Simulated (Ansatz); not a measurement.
System: C (model structure, P4₁2₁2, No. 92, 12 atoms in the cell). Method: r²SCAN in Ansatz (plane waves, PAW).

Run with plane-wave cutoff 560 eV, 14×14×14 k mesh, Fermi–Dirac smearing 0.05 eV, scalar-relativistic PAW data made under PBE.

Cell (relaxed at this level):

Space group P4₁2₁2 (No. 92); a = b = 3.796 Å, c = 4.672 Å, α = β = γ = 90.00°

| atom | site | symmetry | x | y | z |
|---|---|---|---|---|---|
| C | 4a | ..2 | 0.4240 | 0.4240 | 0.0000 |
| C | 8b | 1 | 0.1211 | 0.3329 | 0.2164 |

Problem. What does this level give for the band gap and smallest direct gap on the k points sampled?

Solution. 
- band gap: 5.37 eV (indirect)
- smallest direct gap on the k points sampled: 5.91 eV

Note: the relaxation could raise the start's symmetry but not lower it, so the cell can be a saddle point.

Static lattice: no zero-point or thermal effects.

Cost on a shared machine: roughly 2.5 core-minutes.

A model structure was made by putting elements into a prototype or built by hand; it is no filed structure, need not be a known phase, and can be a saddle point held by its symmetry.

Ansatz is a quantum-chemistry and plane-wave program.
